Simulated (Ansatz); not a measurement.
# CdGeAs2: stress against strain

CdGeAs2 (chalcopyrite, I-42d, 26.261 Å³/atom and stress up to 0.01 GPa in the relaxed cell, c along z) under a strain ε along c (axis z), the other axes held. PBE in Ansatz, a plane-wave DFT program (PAW, default set), 420 eV, 8×8×8 Γ-centred mesh, Fermi-Dirac smearing 0.05 eV; ions are relaxed, or left where forces stay under 0.02 eV/Å, within the symmetry of each cell. Against the start cell, which lies near the measured one, the relaxed cell differs by 6.1 % in volume and 2.4 % in c; the values below rest on it. Stress is positive for a compressed cell.

Here s stands for strain and y for stress zz.

```csv
strain (%),stress zz (GPa)
-3.00,?
-1.50,1.09
-0.75,0.54
0.00,0.00
0.75,-0.53
1.50,-1.05
```

Question: Fit y against s with a straight line, and predict the withheld value at s = -3.00.

Answer: Means: s 0, y 0.010. About the means, the sum of products is -4.0125 and the sum of squares of s is 5.6250; the slope is their ratio. Least squares gives y = 0.010 - 0.7133·s. Residuals (row less fit): 0.010, -0.005, -0.010, -0.005, 0.010; standard error 0.011 (degrees of freedom: 3). The slope gives the elastic constant C33 = 71.3 ± 0.5 GPa (± standard error of the fit, which holds the terms cut off). At the withheld row, y = 0.010 - 0.7133 × (-3.00) = 2.150 GPa. The calculation gives 2.21 GPa, 0.060 GPa above the prediction (1.8 % of the range of y in the table). The row lies outside the fitted rows, so this is an extrapolation. From the scatter of the fitted rows alone, a prediction at this place has a standard error of 0.018 GPa, so the miss is 3.3 times that.

A polynomial of degree 2 through the 8 other runs of the series gives 2.21 there, so most of the miss is curvature that the fit leaves out. Rows are the converged runs of the series near zero and its far end; series whose fitted rows scatter by over a few per cent of the range, as at a crossing or softening among them, aren't shown in this form, nor equations of state whose B0' disagrees with the runs' pressures. Most that stay on the fit to the last digits aren't either.
